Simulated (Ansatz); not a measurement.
Consider CdS in the zinc blende structure (space group F-43m, No. 216; a = 5.757 Å). Axes: x, y, z lie along the cube axes.

Calculations: LDA/PAW in Ansatz (a quantum-chemistry and plane-wave program), no spin-orbit coupling.

Now apply this change: the cell is scaled by 1.0250 in all directions; the atoms relax in the strained cell.

**Question.** Predict the stress tensor and what it implies for the stiffness.

**Answer.** Stress of the strained cell less that of the base (GPa, compression positive):
```
  -4.25    0.00    0.00
   0.00   -4.25    0.00
   0.00    0.00   -4.25
```

Then B = −ΔP/(ΔV/V₀) with ΔV/V₀ = 0.0769 gives secant stiffness values (nonlinear terms included at this strain): B ≈ 55 GPa.

As a check, the harmonic strain energy −½ V₀ Δσ:ε is 24 meV/atom; the computed energy rise is 26 meV/atom.

No phonon test of stability was made.
